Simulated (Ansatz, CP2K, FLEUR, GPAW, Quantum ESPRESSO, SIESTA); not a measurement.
Code comparison for Ti3Al5 (Pmmm, 8 atoms in the cell)

Self-consistent single point, at a second geometry (lattice scaled by 0.98). First geometry:

```
Ti3Al5
1.0
    3.91154     0.00000     0.00000
    0.00000     4.02478     0.00000
    0.00000     0.00000     8.10511
Ti Al
3 5
Direct
  0.00000   0.50000   0.26507
  0.00000   0.50000   0.73493
  0.50000   0.50000   0.00000
  0.00000   0.00000   0.00000
  0.00000   0.00000   0.50000
  0.50000   0.50000   0.50000
  0.50000   0.00000   0.24223
  0.50000   0.00000   0.75777
```

Shared settings, as Ansatz (a first-principles code) writes them: kpoints.mp_grid.grid = 6 6 3; scf.occupations.method = fermi_dirac; scf.occupations.width = 0.1 eV. Potentials and cutoffs stand in the table.

| code | model | ΔF from the first geometry (meV/atom) | pressure (GPa) | largest force (eV/Å) | cutoff |
|---|---|---|---|---|---|
| Ansatz | PBEsol, PAW files made with PBE | 8.1 | 5.22 | 0.096 | default |
| SIESTA | GGA PBEsol, numerical atomic orbitals DZP, PseudoDojo PBEsol standard norm-conserving potentials (rewritten from UPF to PSML) | 0.1 | 3.77 | 0.156 | grid 350 Ry |
| FLEUR | PBEsol, all-electron FLAPW (FLEUR), scalar-relativistic valence | 9.3 | – | 0.067 | Kmax 4.2 1/bohr |
| Quantum ESPRESSO | PBEsol, SSSP 1.1.2 efficiency (PBE) pseudopotentials | 9.2 | 5.47 | 0.102 | 50 Ry |
| GPAW | PBEsol, GPAW PAW datasets PBEsol (made by gpaw-setup) | 11.0 | 5.70 | 0.101 | 850 eV |
| CP2K | PBEsol, GPW, DZVP-MOLOPT-SR-GTH basis, GTH-PBE potentials (GTH_POTENTIALS) | 14.8 | 6.43 | 0.110 | grid 600 Ry |

Size of the force on each atom (eV/Å): Sizes of forces hide their directions.

```csv
code,Ti1,Ti2,Ti3,Al4,Al5,Al6,Al7,Al8
Ansatz,0.096,0.096,0.000,0.000,0.000,0.000,0.043,0.043
SIESTA,0.156,0.156,0.000,0.000,0.000,0.000,0.075,0.075
FLEUR,0.067,0.067,0.000,0.000,0.000,0.000,0.045,0.045
Quantum ESPRESSO,0.102,0.102,0.000,0.000,0.000,0.000,0.047,0.047
GPAW,0.101,0.101,0.000,0.000,0.000,0.000,0.051,0.051
CP2K,0.110,0.110,0.000,0.000,0.000,0.000,0.067,0.067
```

A dash marks a value that a program does not give, or that is left out as unsure.

On Ansatz's run: spin polarisation is off.

The spread over the programs that give each value: ΔF from the first geometry within 14.7 meV/atom; pressure within 2.66 GPa; largest force within 0.089 eV/Å.

SIESTA and CP2K use small atom-centred bases, whose incompleteness enters pressures, forces and empty levels differently from a plane-wave cutoff. FLEUR treats all electrons, but the usual bases taken here (sphere radii, linearisation, local orbitals, empty states) were not tested for convergence, so the values are no reference for the others. Ansatz's pressure is given at a fixed set of plane waves, as the other plane-wave codes print theirs; with its correction for the finite basis it is 5.25 GPa. In the pressure, SIESTA (by 1.70) lies more than 1 GPa from the median of the plane-wave programs.

The starting cell comes from a database of computed structures (which also holds hypothetical and non-ambient phases and stackings), without a prior relaxation at this level. Its lattice was rescaled by a random factor within 2.5 % of one. For this run, on top of that: lattice scaled by 0.98.

Keys are those of Ansatz 0.2.
